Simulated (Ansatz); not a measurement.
**Equilibrium lattice constant a of CsCl-type CaO (model structure) at several levels of theory**

No measured value is used here.

### Question
Put these levels in order of the equilibrium lattice constant a that they give for CsCl-type CaO (model structure), smallest first: LDA (Ansatz, a first-principles code), PBE (Ansatz), PBEsol (Ansatz).

### Answer
LDA (2.848 Å), PBEsol (2.888 Å), PBE (2.934 Å)

Ansatz's density-functional and Hartree–Fock values are scalar-relativistic unless marked +SOC, with PAW data made under PBE.

A model structure was made by putting elements into a prototype or built by hand; it is no filed structure, need not be a known phase, and can be a saddle point held by its symmetry.
